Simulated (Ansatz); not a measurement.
Base system: MgSe in the rock salt structure (space group Fm-3m, No. 225; a = 5.4498 Å).

One thing is altered: cell and atoms relaxed at a pressure of 4.2 GPa.

Levels (all Ansatz, a quantum-chemistry and plane-wave program, PAW): PBEsol (420 eV, no spin-orbit coupling); r2SCAN (500 eV, spin-orbit coupling left out); HSE06 (420 eV, no spin-orbit coupling).

At the geometry relaxed with PBEsol, these levels gave the following band gaps, in shuffled order: (a) 2.79 eV, (b) 2.60 eV, (c) 1.87 eV.

Problem. Match each gap to its level.

Solution. (a) HSE06; (b) r2SCAN; (c) PBEsol.

Single points use the geometry relaxed with PBEsol. HSE06 gaps are upper bounds (no full band path). Load acts through the strain it causes; cell and atoms are relaxed under it. Stability against distortions was not tested.
